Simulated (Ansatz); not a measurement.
System: C vacancy in 4H silicon carbide with all lengths changed by -1 % (charge state +2). The step: one C atom jumps into the vacancy from a nearby C site; the atom moves 3.04 Å along (-0.99, 0.00, 0.00) of the unit cell; the moving atom starts with neighbours Si at 1.85, Si at 1.88, Si at 1.89, Si at 1.90 Å and ends with Si at 1.85, Si at 1.88, Si at 1.89, Si at 1.90 Å. DFT values are from Ansatz (plane-wave PAW, 420 eV unless said) in a cell of 72 host sites, spin-restricted, static, with no finite-size correction. The charge state is imposed; whether it is stable for some Fermi level was not computed. Forms of the defect that were not tried may lie lower. The start lies 0.047 eV above the lowest site run (PBE). For the PBE band: the saddle point's order was not checked.

```csv
Level,Forward barrier (eV),Cost of the band or of the saddle's single point
"CHGNet universal potential (has no charge state), its own band",2.76,-
"PBE, a 2×2×2 k-point mesh shifted by half a step along c, band relaxed",4.99,very roughly 24 core-minutes
```

Ansatz is a program for electronic structure.
